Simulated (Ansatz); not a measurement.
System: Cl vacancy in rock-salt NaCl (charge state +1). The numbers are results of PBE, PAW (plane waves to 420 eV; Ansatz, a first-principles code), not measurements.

Settings: 64 host sites, the relaxed PBE lattice, the Γ point alone, smearing 0.01 eV, spin-restricted, no image-charge correction. Energies are static. The charge state is imposed; whether it is stable for some Fermi level was not computed. Forms of the defect that were not tried may lie lower.

Barriers: single points on a 2×2×2 k-point mesh shifted by half a step at the bands' geometries.

Relaxed starting cell (atoms counted from 1):

```yaml
crystal:
  lattice:
    - [11.39490, 0.00000, 0.00000]
    - [0.00000, 11.39490, 0.00000]
    - [0.00000, 0.00000, 11.39490]
  atoms:
    - { symbol: Na, position: [0.98146, 0.00014, 0.00027] }
    - { symbol: Na, position: [0.99759, 0.00020, 0.50025] }
    - { symbol: Na, position: [0.99762, 0.50013, 0.00024] }
    - { symbol: Na, position: [0.99864, 0.50018, 0.50026] }
    - { symbol: Na, position: [0.51753, 0.00014, 0.00001] }
    - { symbol: Na, position: [0.50132, 0.00020, 0.50008] }
    - { symbol: Na, position: [0.50132, 0.50017, 0.00014] }
    - { symbol: Na, position: [0.50038, 0.50018, 0.50013] }
    - { symbol: Cl, position: [0.24949, 0.00019, 0.50023] }
    - { symbol: Cl, position: [0.24946, 0.50016, 0.00017] }
    - { symbol: Cl, position: [0.24950, 0.50018, 0.50022] }
    - { symbol: Cl, position: [0.74948, 0.00019, 0.00019] }
    - { symbol: Cl, position: [0.74946, 0.00018, 0.50015] }
    - { symbol: Cl, position: [0.74948, 0.50017, 0.00017] }
    - { symbol: Cl, position: [0.74951, 0.50019, 0.50017] }
    - { symbol: Na, position: [0.99889, 0.25071, 0.25075] }
    - { symbol: Na, position: [0.99907, 0.25066, 0.74971] }
    - { symbol: Na, position: [0.99889, 0.74962, 0.25080] }
    - { symbol: Na, position: [0.99903, 0.74962, 0.74975] }
    - { symbol: Na, position: [0.50000, 0.25070, 0.25065] }
    - { symbol: Na, position: [0.50004, 0.25068, 0.74961] }
    - { symbol: Na, position: [0.49999, 0.74969, 0.25069] }
    - { symbol: Na, position: [0.50007, 0.74960, 0.74962] }
    - { symbol: Cl, position: [0.24945, 0.24444, 0.24448] }
    - { symbol: Cl, position: [0.24955, 0.24438, 0.75600] }
    - { symbol: Cl, position: [0.24944, 0.75591, 0.24449] }
    - { symbol: Cl, position: [0.24954, 0.75594, 0.75602] }
    - { symbol: Cl, position: [0.74946, 0.24889, 0.24892] }
    - { symbol: Cl, position: [0.74952, 0.24885, 0.75152] }
    - { symbol: Cl, position: [0.74946, 0.75152, 0.24887] }
    - { symbol: Cl, position: [0.74954, 0.75147, 0.75148] }
    - { symbol: Na, position: [0.24933, 0.00019, 0.26827] }
    - { symbol: Na, position: [0.24957, 0.00010, 0.73220] }
    - { symbol: Na, position: [0.24946, 0.50011, 0.25208] }
    - { symbol: Na, position: [0.24954, 0.50020, 0.74838] }
    - { symbol: Na, position: [0.74932, 0.00021, 0.25198] }
    - { symbol: Na, position: [0.74961, 0.00018, 0.74832] }
    - { symbol: Na, position: [0.74945, 0.50021, 0.25101] }
    - { symbol: Na, position: [0.74953, 0.50014, 0.74933] }
    - { symbol: Cl, position: [0.00517, 0.00017, 0.24449] }
    - { symbol: Cl, position: [0.00528, 0.00015, 0.75596] }
    - { symbol: Cl, position: [0.00078, 0.50016, 0.24893] }
    - { symbol: Cl, position: [0.00086, 0.50014, 0.75156] }
    - { symbol: Cl, position: [0.49361, 0.00019, 0.24434] }
    - { symbol: Cl, position: [0.49383, 0.00015, 0.75586] }
    - { symbol: Cl, position: [0.49815, 0.50021, 0.24883] }
    - { symbol: Cl, position: [0.49822, 0.50016, 0.75145] }
    - { symbol: Na, position: [0.24954, 0.26820, 0.00026] }
    - { symbol: Na, position: [0.24950, 0.25203, 0.50027] }
    - { symbol: Na, position: [0.24950, 0.73214, 0.00035] }
    - { symbol: Na, position: [0.24950, 0.74831, 0.50021] }
    - { symbol: Na, position: [0.74951, 0.25198, 0.00021] }
    - { symbol: Na, position: [0.74950, 0.25104, 0.50024] }
    - { symbol: Na, position: [0.74951, 0.74834, 0.00016] }
    - { symbol: Na, position: [0.74950, 0.74933, 0.50020] }
    - { symbol: Cl, position: [0.00524, 0.24439, 0.00021] }
    - { symbol: Cl, position: [0.00082, 0.24887, 0.50022] }
    - { symbol: Cl, position: [0.00525, 0.75591, 0.00025] }
    - { symbol: Cl, position: [0.00083, 0.75151, 0.50025] }
    - { symbol: Cl, position: [0.49376, 0.24445, 0.00016] }
    - { symbol: Cl, position: [0.49817, 0.24887, 0.50014] }
    - { symbol: Cl, position: [0.49377, 0.75589, 0.00016] }
    - { symbol: Cl, position: [0.49817, 0.75150, 0.50016] }
```
Cell charge +1.

End state 1 differs by these moves (Å; atoms that move under 0.08 Å are left out):

| atom | element | Δx | Δy | Δz |
|---|---|---|---|---|
| 1 | Na | 0.20 | 0.00 | 0.00 |
| 5 | Na | -0.20 | 0.00 | 0.00 |
| 9 | Cl | 0.00 | -0.07 | 0.06 |
| 10 | Cl | 0.00 | 0.06 | -0.07 |
| 11 | Cl | 0.00 | 0.06 | 0.06 |
| 19 | Na | -0.20 | 0.00 | 0.00 |
| 23 | Na | 0.20 | 0.00 | 0.00 |
| 24 | Cl | 0.00 | 0.06 | 0.06 |
| 25 | Cl | 0.00 | 0.06 | -0.07 |
| 26 | Cl | 0.00 | -0.07 | 0.06 |
| 27 | Cl | 0.00 | 2.71 | 2.71 |
| 32 | Na | 0.00 | 0.01 | -0.21 |
| 33 | Na | 0.00 | 0.20 | 0.20 |
| 35 | Na | 0.00 | -0.21 | 0.02 |
| 41 | Cl | 0.00 | -0.07 | -0.07 |
| 43 | Cl | 0.05 | 0.06 | -0.02 |
| 44 | Cl | 0.05 | -0.02 | 0.06 |
| 45 | Cl | 0.00 | -0.07 | -0.07 |
| 47 | Cl | -0.05 | 0.06 | -0.02 |
| 48 | Na | 0.00 | -0.21 | 0.01 |
| 50 | Na | 0.00 | 0.20 | 0.20 |
| 51 | Na | 0.00 | 0.02 | -0.21 |
| 56 | Cl | -0.05 | 0.06 | -0.02 |
| 58 | Cl | 0.00 | -0.07 | -0.07 |
| 59 | Cl | 0.05 | -0.02 | 0.06 |
| 60 | Cl | 0.05 | 0.06 | -0.02 |
| 62 | Cl | 0.00 | -0.07 | -0.07 |
| 63 | Cl | -0.05 | -0.02 | 0.06 |

Task: Give the forward and backward barriers to end state 1 at the level PBE, PAW.

Result: forward 0.72 eV, backward 0.72 eV; at the saddle point atom 27 has neighbours 2 Na at 2.51 Å. The saddle point's order was not checked, and it lies on a symmetry element of the cell, where a band can be held.
